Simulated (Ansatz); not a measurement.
The parent structure is CdSe in the wurtzite structure (space group P6_3mc, No. 186).

```
CELL_PARAMETERS angstrom
      4.38279     0.00000     0.00000
     -2.19140     3.79561     0.00000
      0.00000     0.00000     7.15437
ATOMIC_POSITIONS crystal
  Cd 0.33333 0.66667 0.00013
  Cd 0.66667 0.33333 0.50013
  Se 0.33333 0.66667 0.37587
  Se 0.66667 0.33333 0.87587
```

All numbers come from PBE/PAW in Ansatz (a program for electronic structure), without spin-orbit coupling.

Strains are applied to the cell and any free atomic positions relax.

One change was made to it. Results:

The electron mass is 0.051 mₑ (at Γ); the mean gap deformation potential ΔEg/Δln V amounts to -2.2 eV; the width of the top valence band drops by 0.10 eV, from 1.56 eV to 1.46 eV; the pressure (mean of the normal stresses, compression positive) goes from zero to -1.46 GPa.

Q: Which change produced these results?
A. isotropic strain +2.40 %
B. isotropic strain +0.60 %
C. isotropic strain +1.20 %
D. isotropic strain +1.80 %
E. isotropic strain +3.00 %

A: C, isotropic strain +1.20 %. For comparison, the electron mass in the other runs: isotropic strain +1.80 % gives 0.048 mₑ (at Γ); isotropic strain +0.60 % gives 0.054 mₑ (at Γ); isotropic strain +2.40 % gives 0.045 mₑ (at Γ); isotropic strain +3.00 % gives 0.042 mₑ (at Γ).

Effective masses come from finite differences of ±0.01 Å⁻¹. Whether these cells are dynamically stable was not tested.
